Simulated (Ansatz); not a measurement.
Partial pair distribution functions of a relaxed model of amorphous Ru16Ga16Si16, broadened by 0.06 Å; density 7.14 g/cm³. These are PBE, scalar-relativistic without spin-orbit coupling (plane waves to 420 eV, PAW; Ansatz, a quantum-chemistry and plane-wave program) values and carry that method's errors.

A CHGNet melt-quench gave the starting glass, which DFT then relaxed. The hot cell started wider than the set density and was brought back towards it in steps. It is the lowest in DFT energy of 3 quenches. It is a model cell: composition and starting density were chosen by hand, and all elements were melted together. No dispersion term was used. Its density started from a set value of 6.88 and ended at 7.14 g/cm³. Cooling (nominally 240 K/ps over its main leg) ran many orders faster than in experiment, which tends to leave more defects and strain. Values belong to this one cell and scatter from quench to quench. Volume and shape were free in the relaxation. On a 2×2×2 Γ-centred mesh force components of up to 0.29 eV/Å stay, since the relaxation ran on one k-point at (1/4, 1/4, 1/4).

| r (Å) | g Ru-Si | g Ru-Ga | g Ru-Ru | g Ga-Ga |
|---|---|---|---|---|
| 2.10 | 0.00 | 0.00 | 0.00 | 0.00 |
| 2.20 | 0.36 | 0.00 | 0.00 | 0.00 |
| 2.30 | 3.48 | 0.07 | 0.00 | 0.00 |
| 2.40 | 8.04 | 1.17 | 0.00 | 0.03 |
| 2.50 | 8.20 | 3.87 | 0.00 | 0.65 |
| 2.60 | 2.92 | 5.81 | 0.00 | 1.88 |
| 2.70 | 0.67 | 4.09 | 0.09 | 1.28 |
| 2.80 | 0.30 | 1.85 | 1.32 | 1.78 |
| 2.90 | 0.50 | 0.72 | 3.08 | 2.54 |
| 3.00 | 0.10 | 0.66 | 3.02 | 2.12 |
| 3.10 | 0.16 | 0.29 | 2.75 | 1.90 |
| 3.20 | 0.05 | 0.24 | 0.66 | 1.40 |
| 3.30 | 0.00 | 0.27 | 0.93 | 0.56 |
| 3.40 | 0.00 | 0.41 | 0.96 | 0.29 |
| 3.50 | 0.00 | 0.44 | 0.09 | 1.04 |
| 3.60 | 0.05 | 0.55 | 0.00 | 1.22 |
| 3.70 | 0.31 | 0.52 | 0.02 | 0.79 |
| 3.80 | 0.44 | 0.78 | 0.21 | 0.96 |
| 3.90 | 0.67 | 0.75 | 0.48 | 0.30 |
| 4.00 | 0.46 | 0.89 | 0.60 | 0.38 |
| 4.10 | 0.55 | 0.98 | 0.77 | 0.62 |
| 4.20 | 0.89 | 1.37 | 1.06 | 0.30 |
| 4.30 | 1.53 | 1.60 | 1.73 | 0.28 |

Within 3.16 Å each Ru has 4.12 Si neighbours on average.
